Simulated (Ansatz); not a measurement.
We consider ScGe2 (model structure, started from the AlB2 type, P6/mmm, No. 191, 3 atoms in the cell), described by LDA (plane waves, PAW; Ansatz, a program for electronic structure).

Run with plane-wave cutoff 520 eV, 18×18×12 k mesh (along the axes of the cell as run), Fermi–Dirac smearing 0.05 eV, scalar-relativistic PAW data made under PBE.

Cell (relaxed at this level):

ScGe₂ is modelled in the hexagonal space group P6/mmm (No. 191), Pearson symbol hP3. Lattice parameters: a = b = 4.2394 Å, c = 3.5196 Å, α = β = 90.00°, γ = 120.00°. Sc on 1a is coordinated by 12 Ge at 3.015 Å and 2 Sc at 3.520 Å. Ge on 2d is surrounded by 3 Ge at 2.448 Å and 6 Sc at 3.015 Å. (Neighbours: up to the widest gap in distance over summed covalent radii, below 1.35, at either atom; cation-cation and far metal-metal contacts left out.)

**Question.** Estimate the bulk modulus that the calculation returns.

**Answer.** 
bulk modulus: 80.0 GPa

The run finds no gap.

Note: the bulk modulus is −V dP/dV from two relaxed cells at ±2 % in volume; the relaxation could raise the start's symmetry but not lower it, so the cell can be a saddle point.

It cost roughly 10 core-minutes of CPU time.

A model structure was made by putting elements into a prototype or built by hand; it is no filed structure, need not be a known phase, and can be a saddle point held by its symmetry.
